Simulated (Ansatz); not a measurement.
HoPd (Pnma, No. 62; cell taken from a computed entry), treated with LDA (PAW; Ansatz, a program for electronic structure).

Settings: plane-wave cutoff 500 eV, 8×12×10 k mesh (along the axes of the cell as run), Fermi–Dirac smearing 0.1 eV, spin-polarised start, scalar-relativistic PAW data made under PBE.

Computed at the level's own relaxed cell.

Question: Estimate the volume per atom that the calculation returns.

Answer: 
* **volume per atom**: 20.74 Å³/atom

The run finds no gap.

Note: the magnetic order was assumed, not searched for or taken from measurement; the relaxation could not lower the start's symmetry, so the cell can be a saddle point above a distorted one; the 4f shell is treated without U or exact exchange, so its levels and filling can be wrong.

Spin–orbit coupling is not included.
